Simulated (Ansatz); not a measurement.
# A computed series for BaTiO3: response to strain

Start from BaTiO$_{3}$ in the cubic perovskite structure (space group Pm-3m, No. 221; a = 4.019 Å).

Strains are applied to the cell and any free atomic positions relax.

All numbers come from PBE (Ansatz, a first-principles code, PAW, no SOC), earlier PAW set.

Notes on the quantities. energy relative to the base: free energy F.

```csv
change,shortest interatomic distance,energy relative to the base
base,2.010 Å,0 meV/atom
isotropic strain −3.81 %,1.933 Å,+99 meV/atom
isotropic strain −2.03 %,1.969 Å,?
isotropic strain +1.47 %,2.039 Å,+12 meV/atom
```

Task: Fill in the withheld entries from the trend.

Result: 
- isotropic strain −2.03 %, energy relative to the base: +26 meV/atom

Whether these cells are dynamically stable was not tested. All final runs are without spin polarisation. Many cubic perovskites are stable only at high temperature; tilts and polar distortions were not tested. This is not the structure that BaTiO3 has at room temperature and ambient pressure.
